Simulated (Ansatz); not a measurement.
# How far to go with the plane-wave cutoff: ZnCo (P3m1, 2 atoms in the cell)

```
CELL_PARAMETERS angstrom
      2.62026     0.00000     0.00000
     -1.31013     2.26921     0.00000
      0.00000     0.00000     4.19254
ATOMIC_POSITIONS crystal
  Zn 0.66667 0.33333 0.01193
  Co 0.00000 0.00000 0.50000
```
Moments meant for the start (each program seeds them in its own way; μB, in the order of the atoms Zn Co): 0.0 3.0.

Level of theory: PBEsol, default PAW files made with PBE (plane waves; Ansatz, a program for electronic structure).

Base settings: basis.ecutwfc = 420 eV; kpoints.mp_grid.grid = 12 12 7; hamiltonian.xc = pbesol; hamiltonian.pseudopotentials = {kind: paw} (the program's default PAW files); magnetization.spin_polarized = true; scf.occupations.method = gaussian; scf.occupations.width = 0.1 eV.

The second cell is the first with its lattice scaled by 0.98.

The mesh stays at the base's, so the ladder's end is converged at best in this setting alone.

The first pressure column holds Ansatz's estimate of the finite-basis (Pulay) stress, which hides part of the cutoff error; the other is without it.

Only quantities that move along the ladder and can be compared are tabulated.

The magnetic state is not the same in all runs (site moments differ, or a search went on to a lower state), so steps between rows are not convergence errors alone.

The count of work is k-points × plane waves × bands × iterations; it is no time. 

The starting cell comes from a database of computed structures (which also holds hypothetical and non-ambient phases and stackings), without a prior relaxation at this level. Its lattice was rescaled by up to half a per cent. One atom was moved a little off its site on purpose. With one magnetic atom in the cell only a parallel order is possible. In the base run, with a pressure of about -9 GPa the cell is away from its equilibrium volume at this level.

```tsv
basis.ecutwfc	free energy less the last step's (meV/atom)	energy of the compressed cell less the first (meV/atom)	pressure (GPa)	pressure without the Pulay estimate (GPa)	largest difference of a force vector from the last step's (eV/Å)	count of work / last
145 eV	80217.45	249.14	19.28	-3236.03	1.155	0.060
170 eV	36025.55	-28.13	-67.08	-1681.72	0.805	0.13
190 eV	19420.19	-175.26	-33.30	-1010.97	0.063	0.081
210 eV	10384.08	-52.46	-13.72	-611.24	0.333	0.10
230 eV	5381.80	16.99	-2.23	-361.70	0.241	0.10
250 eV	2667.84	20.17	-1.52	-208.68	0.166	0.13
295 eV	436.81	-6.00	-6.58	-55.12	0.044	0.15
335 eV	67.75	-22.10	-9.21	-18.75	0.024	0.18
380 eV	7.56	-23.47	-9.26	-10.26	0.003	0.22
420 eV	2.80	-23.78	-9.31	-9.45	0.001	0.29
460 eV	1.65	-23.82	-9.32	-9.41	0.001	0.32
505 eV	0.94	-23.85	-9.32	-9.36	0.000	0.35
565 eV	0.64	-23.87	-9.32	-9.34	0.000	0.42
630 eV	0.40	-23.87	-9.32	-9.35	0.000	0.55
735 eV	0.12	-23.87	-9.32	-9.33	0.000	0.67
840 eV	0.07	-23.87	-9.32	-9.33	0.000	0.84
1010 eV	0.00	-23.87	-9.32	-9.33	0.000	1.0
```

Coarsest basis.ecutwfc that holds the energy of the compressed cell less the first within 0.5 meV/atom of the last step, with all finer ones: 380 eV, at 0.22 of the last step's count of work; the step before is off by 1.8 meV/atom.

Coarsest basis.ecutwfc that holds the free energy within 2 meV/atom of the last step, with all finer ones: 460 eV, at 0.32 of the last step's count of work; the step before is off by 2.8 meV/atom.

Coarsest basis.ecutwfc that holds the pressure within 0.1 GPa of the last step, with all finer ones: 380 eV, at 0.22 of the last step's count of work; the step before is off by 0.12 GPa.

The energy difference between the two cells stays within 1 meV/atom of the last step's from 380 eV on, the total only from 505 eV on: much of the error is common to both cells and cancels.

At the lowest cutoff the pressure without the Pulay estimate lies 3230 GPa under the last step's, the usual sign of Pulay stress in an incomplete plane-wave basis.

Keys are those of Ansatz 0.2.
